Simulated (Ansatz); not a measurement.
Functionals compared on the (111) surface of diamond, ideal C-terminated 1x1 (bottom of the slab: 1 H on 1 bottom site), in Ansatz (plane waves, PAW). The structure was relaxed with PBE; the other rows are single points on it. Cutoff 420 eV (500 eV for r2SCAN).

Slab: 9 atoms, 7.8 Å thick at the start with caps and adatoms (thin: gaps and levels are the slab's own); k 12x12x1, smearing 0.025 eV, dipole-corrected; 2 atoms held, the rest relaxed; held to the start's symmetry, so lower structures may exist; spin-polarised, ending with about 1.0 μB a cell; orders that need a larger cell were not tried, no spin-orbit, no U. In PBE it lies 0.58 eV a 1x1 cell over the lowest computed structure of the same composition (2x1 π-bonded chains, buckling started one way). These notes are the PBE run's. r2SCAN: The program's check for a lower electronic state was not made.

| functional | gap of the slab on its k-mesh (eV) | highest filled level below the top vacuum level (eV) | magnetic moment of the cell (μB) | rough cost of the single point |
|---|---|---|---|---|
| PBE | 0.79 | 4.86 | 1.00 | – |
| r2SCAN | ___ | ___ | 1.00 | about 40 core-seconds (a rough figure) |

**Question.** Some entries are withheld; supply them.

**Answer.** 
- r2SCAN, gap of the slab on its k-mesh (eV): 1.51
- r2SCAN, highest filled level below the top vacuum level (eV): 4.91

Ansatz is a quantum-chemistry and plane-wave program.
